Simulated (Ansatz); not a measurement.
Take Ca3SbN in the anti-perovskite structure (space group Pm-3m, No. 221; a cell from a computed database, its experimental status unchecked) as the base.

Ca₃SbN is modelled in the cubic space group Pm-3m (No. 221), the anti-perovskite structure, Pearson symbol cP5. Cell: a = 4.803 Å, b = 4.803 Å, c = 4.803 Å, α = 90.00°, β = 90.00°, γ = 90.00°. Ca on 3c has 2 N at 2.401 Å and 4 Sb at 3.396 Å (octahedral). Sb on 1a is surrounded by 12 Ca at 3.396 Å (cuboctahedral). N on 1b is coordinated by 6 Ca at 2.401 Å (octahedral). (Neighbours: up to the widest gap in distance over summed covalent radii, below 1.35, at either atom; cation-cation and far metal-metal contacts left out.)

Computed with PBEsol (Ansatz, a first-principles code; PAW; 420 eV plane waves; no spin-orbit coupling).

Base values:

| Property | Value |
|---|---|
| Gap between the host's bands | 0.33 eV |
| Gap character | direct at Γ |

One thing is altered: hole doping at 3.0×10^21 cm⁻³ (0.332 per cell), with a uniform compensating background at fixed cell and a 300 K Fermi–Dirac width.

**Question.** Estimate the effect on the Fermi level from band edge.

**Answer.** The Fermi level relative to the doped band's edge (positive inside the band; to 0.05 eV) is +0.70 eV.

**Question.** What does the calculation give for the gap between the host's bands after the change?

**Answer.** The gap between the host's bands increases by 0.16 eV, from 0.33 eV to 0.49 eV.

**Question.** How does this affect the gap character?

**Answer.** The gap character remains direct at Γ.

Carriers are added with a uniform compensating background; total energy and stress of such cells depend on the potential's zero and are not compared; many-body gap narrowing is missing at this level. Spin-orbit coupling, missing from the scalar runs, can matter with Sb. Whether these cells are dynamically stable was not tested.
